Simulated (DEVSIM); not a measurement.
Device: abrupt Si n-p junction, at 300 K.

```
layer (left to right)  material  thickness (μm)  Nd (cm⁻³)  Na (cm⁻³)  τn (s)  τp (s)
---------------------  --------  --------------  ---------  ---------  ------  ------
1                            Si            1.40       2e16          -  3.3e-7  3.3e-7
2                            Si            4.70          -     2.2e15  3.3e-7  3.3e-7
```

Left contact: ohmic. Right contact: ohmic. Voltage is applied to the left contact. Recombination: SRH at mid-gap, radiative. Mobility is μmin + (μ − μmin)/(1 + (N/Nref)^α).

Constants are typed, rounded textbook-type inputs, not results; the design itself was drawn at random and stands for no fabricated device. Values at 300 K.

```csv
parameter,Si
gap (eV),1.124
affinity (eV),4.05
permittivity,11.7
Nc (cm⁻³),2.86e19
Nv (cm⁻³),3.1e19
μn (cm²/Vs),1417
μp (cm²/Vs),470
"μn,min",52
"μp,min",45
"Nref,n",9.7e16
"Nref,p",2.2e17
αn,0.68
αp,0.72
B (cm³/s),4.7e-15
```

Model (solved in DEVSIM): 1D drift-diffusion, Boltzmann statistics, complete ionisation; no tunnelling, impact ionisation, image-force lowering or self-heating.

The doping Nd of layer 1 was swept, all else fixed.

```csv
doping Nd of layer 1 (cm^-3),largest field in the device at zero bias (V/cm),dark forward voltage at 100 A/cm² (V),potential step across the device at zero bias (V),dark forward voltage at 1 A/cm² (V)
6e14,8900,0.755,0.599,0.504
2e15,14000,0.733,0.630,0.527
6e15,17000,0.715,0.658,0.539
2e16,…,…,0.689,0.545
6e16,23000,0.695,0.718,0.547
2e17,30000,0.692,0.749,0.547
6e17,46000,0.691,0.777,0.547
```

Problem. What belongs in the gaps?

Solution. 
- 2e16, largest field in the device at zero bias (V/cm): 20000
- 2e16, dark forward voltage at 100 A/cm² (V): 0.700
